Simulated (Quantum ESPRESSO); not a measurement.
Worked example: self-consistent single point of MnAu (Cm, 2 atoms in the cell) in Quantum ESPRESSO.

Computed with LDA (PZ), GBRV 1.5 ultrasoft (LDA) pseudopotentials (plane waves; Quantum ESPRESSO).

The change in words: atoms moved at random. Reference geometry:
```yaml
crystal:
  lattice:
    - [3.20776, 0.00000, 0.00000]
    - [0.00000, 3.20776, 0.00000]
    - [0.00000, 0.00000, 3.20776]
  atoms:
    - { symbol: Mn, position: [0.50000, 0.50000, 0.50000], spin: 4.0 }
    - { symbol: Au, position: [0.00000, 0.00000, 0.00000] }
```
(The spins are starting values, not results.)

Reference input (self-consistent single point, DFT, LDA (PZ), plane waves, GBRV 1.5 ultrasoft (LDA) pseudopotentials): ecutwfc = 50 Ry; ecutrho = 400 Ry; occupations = smearing; smearing = fd; degauss = 0.0036749 Ry; nspin = 2; potentials = {Mn: mn_lda_v1.5.uspp.F.UPF, Au: au_lda_v1.uspp.F.UPF}; K_POINTS = automatic 10 10 10 0 0 0; conv_thr = 1e-11 Ry; mixing_beta = 0.2. This run's input differs from it in these lines:

```diff
@@ -28,4 +28,4 @@
 ATOMIC_POSITIONS {crystal}
-Mn    0.50000000    0.50000000    0.50000000
-Au    0.00000000    0.00000000    0.00000000
+Mn    0.49780500    0.50663000    0.50668300
+Au    0.00219500   -0.00663000   -0.00668300
 K_POINTS {automatic}
```

Log, with long lists cut:

```
     Self-consistent Calculation

     iteration #  1     ecut=    50.00 Ry     beta= 0.20

     total energy              =    -326.04900980 Ry
     estimated scf accuracy    <       0.59152481 Ry

     total magnetization       =     3.92 Bohr mag/cell
     absolute magnetization    =     3.95 Bohr mag/cell

     iteration #  2     ecut=    50.00 Ry     beta= 0.20

     total energy              =    -326.03045170 Ry
     estimated scf accuracy    <       0.13802404 Ry

     total magnetization       =     3.99 Bohr mag/cell
     absolute magnetization    =     4.04 Bohr mag/cell

     iteration #  3     ecut=    50.00 Ry     beta= 0.20

   [... lines left out ...]
     absolute magnetization    =     4.07 Bohr mag/cell

   [... 15 blocks of this kind left out ...]

     iteration # 19     ecut=    50.00 Ry     beta= 0.20

     total energy              =    -326.06784814 Ry
     estimated scf accuracy    <          4.0E-11 Ry

     total magnetization       =     4.04 Bohr mag/cell
     absolute magnetization    =     4.13 Bohr mag/cell

     iteration # 20     ecut=    50.00 Ry     beta= 0.20

     Magnetic moment per site  (integrated on atomic sphere of radius R)
     atom   1 (R=0.350)  charge= 13.5062  magn=  3.8068
     atom   2 (R=0.350)  charge=  8.9392  magn=  0.1024
     End of self-consistent calculation

     Number of k-points >= 100: set verbosity='high' to print the bands.

     the Fermi energy is    14.3938 ev

!    total energy              =    -326.06784814 Ry
     estimated scf accuracy    <          8.6E-13 Ry
     smearing contrib. (-TS)   =      -0.00110479 Ry
     internal energy E=F+TS    =    -326.06674334 Ry

     total magnetization       =     4.04 Bohr mag/cell
     absolute magnetization    =     4.13 Bohr mag/cell

     convergence has been achieved in  20 iterations

     Forces acting on atoms (cartesian axes, Ry/au):

     atom    1 type  1   force =     0.00190029   -0.00569534   -0.00573991
     atom    2 type  2   force =    -0.00190029    0.00569534    0.00573991

     Total force =     0.011747     Total SCF correction =     0.000002

          total   stress  (Ry/bohr**3)                   (kbar)     P=     -113.64
  -0.00077026  -0.00000307  -0.00000309         -113.31       -0.45       -0.45
  -0.00000307  -0.00077360   0.00000927           -0.45     -113.80        1.36
  -0.00000309   0.00000927  -0.00077366           -0.45        1.36     -113.81

   JOB DONE.
```

The run converged in 20 iterations. Against the reference run the free energy goes up by 3.3 meV/atom, the pressure goes from -11.55 to -11.36 GPa, the largest force goes from 0.000 to 0.214 eV/Å and the size of the net moment stays at 2.02 μB/atom.

The starting cell comes from a database of computed structures (which also holds hypothetical and non-ambient phases and stackings), without a prior relaxation at this level. For this run, on top of that: atoms moved at random. With one magnetic atom in the cell only a parallel order is possible. With a pressure of about -11 GPa the cell is away from its equilibrium volume at this level.

Cost on one core of a shared machine: roughly 6 min.
